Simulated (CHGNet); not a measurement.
**A15 Nb3Sn (cubic form, which distorts at low temperature)**

Computed with the machine-learned potential CHGNet 0.3.0 (trained on PBE and PBE+U data).

Cell: relaxed at this level.

```yaml
lattice_parameter_a: 5.332 Å
equilibrium_volume_per_atom: 18.95 Å³/atom
```

Measured, for comparison: lattice constant a 5.289 Å, equilibrium volume per atom 18.49 Å³/atom (temperature not stated, no zero-point or thermal correction; as tabulated in Priinits et al. (2024), arXiv:2406.00817). Computed (rounded) less measured: lattice constant a +0.8 %, equilibrium volume per atom +2.5 %.

A machine-learned potential is trained on density-functional data: it inherits that level's misses and adds fitting errors of its own.
